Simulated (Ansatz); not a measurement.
One-dimensional NaCl body, 16 atoms a period, form 2

Levels: PBE (plane waves to 420 eV, PAW; Ansatz, an electronic-structure program); r2SCAN (plane waves to 500 eV, PAW; Ansatz); HSE06 in Ansatz. Unmarked values and the geometry are of the first. Mesh 1×1×8. No spin polarisation. It repeats along c; a and b span vacuum. A hypothetical model. Only distortions within the start's symmetry and period were free. On relaxing, bonds broke or formed, so the name tells the start alone. HSE06 ran on a 1×1×5 mesh and at PBE's edge points. Buckling under compression is shut out by symmetry and the short period.

```
Item                                                           Result
-----------------------------------------------  --------------------
period along the axis (16 atoms)                              4.012 Å
largest distance between nuclei across the axis               13.82 Å
PBE gap                                          4.07 eV, direct at Γ
electron mass along the axis (PBE)                            0.64 mₑ
hole mass along the axis (PBE)                                0.85 mₑ
r2SCAN gap at this geometry                                   4.89 eV
HSE06 gap at this geometry                                    5.29 eV
axial stiffness dF/dε                                           37 nN
```

```yaml
crystal:
  lattice:
    - [25.00000, 0.00000, 0.00000]
    - [0.00000, 14.00000, 0.00000]
    - [0.00000, 0.00000, 4.01219]
  atoms:
    - { symbol: Na, position: [0.24211, 0.42230, 0.00000] }
    - { symbol: Cl, position: [0.30526, 0.37393, 0.50000] }
    - { symbol: Cl, position: [0.22956, 0.60235, 0.00000] }
    - { symbol: Na, position: [0.30006, 0.61470, 0.50000] }
    - { symbol: Na, position: [0.38499, 0.40175, 0.00000] }
    - { symbol: Cl, position: [0.46201, 0.39262, 0.50000] }
    - { symbol: Cl, position: [0.38201, 0.60148, 0.00000] }
    - { symbol: Na, position: [0.45945, 0.59415, 0.50000] }
    - { symbol: Na, position: [0.54055, 0.40585, 0.00000] }
    - { symbol: Cl, position: [0.61799, 0.39852, 0.50000] }
    - { symbol: Cl, position: [0.53799, 0.60738, 0.00000] }
    - { symbol: Na, position: [0.61501, 0.59825, 0.50000] }
    - { symbol: Na, position: [0.69994, 0.38530, 0.00000] }
    - { symbol: Cl, position: [0.77044, 0.39765, 0.50000] }
    - { symbol: Cl, position: [0.69474, 0.62607, 0.00000] }
    - { symbol: Na, position: [0.75789, 0.57770, 0.50000] }
```
